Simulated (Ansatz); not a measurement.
```xyz
2
Lattice="3.5211 0.0000 0.0000 1.7606 3.0494 0.0000 1.7606 -1.0165 2.9491" Properties=species:S:1:pos:R:3 pbc="T T T"
Li     0.0000     0.0000     0.0000
Cl     1.7606     1.0165     1.4746
```

No spin polarisation.

The values are results of PBEsol/PAW in Ansatz (a program for electronic structure), no spin-orbit coupling, not measurements. Γ-centred 11×11×11 mesh, Fermi–Dirac width 0.05 eV.

Q: What mean in-plane stress (compression positive) does the calculation give?

A: +1.4 GPa.

Q: Predict the valence-band top at Γ (three highest levels, from the VBM).

A: 0.00, 0.00, -0.17 eV.

The levels and masses belong to the bands next to the band gap. The cells carry an imposed strain or load. Whether these cells are dynamically stable was not tested. The cell was made from LiCl in the rock salt structure (space group Fm-3m, No. 225) by this change: biaxial strain −1.67 %, plane normal [111], relaxed out of plane.
